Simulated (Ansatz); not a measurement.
Consider the following.

```xyz
7
Lattice="1.6671 0.9625 8.4035 -1.6671 0.9625 8.4035 0.0000 -1.9250 8.4035" Properties=species:S:1:pos:R:3 pbc="T T T"
In     0.0000     0.0000    25.1619
Ga     0.0000     0.0000     5.3534
Mg     0.0000     0.0000    19.7772
O      0.0000     0.0000     3.4018
O      0.0000     0.0000    22.0842
O      0.0000     0.0000     7.2755
O      0.0000     0.0000    17.7884
```

No spin polarisation.

The values are results of PBEsol, PAW, 420 eV (Ansatz, a quantum-chemistry and plane-wave program; without spin-orbit coupling), not measurements. Settings: 11×11×11 k-points, 0.05 eV Fermi–Dirac smearing.

Predict the gap character and smallest direct gap.

The gap character is indirect, Γ–S₀ (36 % along) → Γ and the smallest direct gap comes out as 2.27 eV.

Load acts through the strain it causes; cell and atoms are relaxed under it. Stability against distortions was not tested. The cell was made from MgInGaO4 (space group R3m, No. 160; a hypothetical phase, not in the database extracts checked) by this change: pressure 1.5 GPa.
